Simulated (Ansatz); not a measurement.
## Bi2SO2 (Pnnm, No. 58, 10 atoms in the cell; start mp-27891)

Method: HSE06 (PAW; Ansatz, a program for electronic structure).

Settings: plane-wave cutoff 460 eV, 6×2×6 k mesh (along the axes of the cell as run), Fermi–Dirac smearing 0.01 eV, scalar-relativistic PAW data made under PBE.

Cell (relaxed with PBEsol):

```cif
data_Bi4O4S2
_chemical_formula_sum 'Bi4 S2 O4'
_space_group_name_H-M_alt 'Pnnm'
_space_group_IT_number 58
_space_group_name_Hall '-P 2 2n'
_cell_length_a 3.82063
_cell_length_b 11.90857
_cell_length_c 3.81868
_cell_angle_alpha 90.000
_cell_angle_beta 90.000
_cell_angle_gamma 90.000
loop_
_atom_site_label
_atom_site_type_symbol
_atom_site_symmetry_multiplicity
_atom_site_Wyckoff_symbol
_atom_site_fract_x
_atom_site_fract_y
_atom_site_fract_z
_atom_site_occupancy
Bi1 Bi 4 g 0.01976 0.35771 0.00000 1
S1 S 2 a 0.00000 0.00000 0.00000 1
O1 O 4 g 0.01443 0.24995 0.50000 1
```

```
Property                                                          Result
-------------------------------------------  ---------------------------
band gap                                     1.53 eV (on the SCF k mesh)
smallest direct gap on the k points sampled                      1.87 eV
```

Note: cell and atoms aren't relaxed at this level (largest force component 0.39 eV/Å).

Spin–orbit coupling is not included; with these elements it can move the gap by several tenths of an eV or more.

Static lattice: no zero-point or thermal effects.

Cost on a shared machine: very roughly 4 core-minutes.

A start named mp-… is a Materials Project structure, which need not be a measured phase.
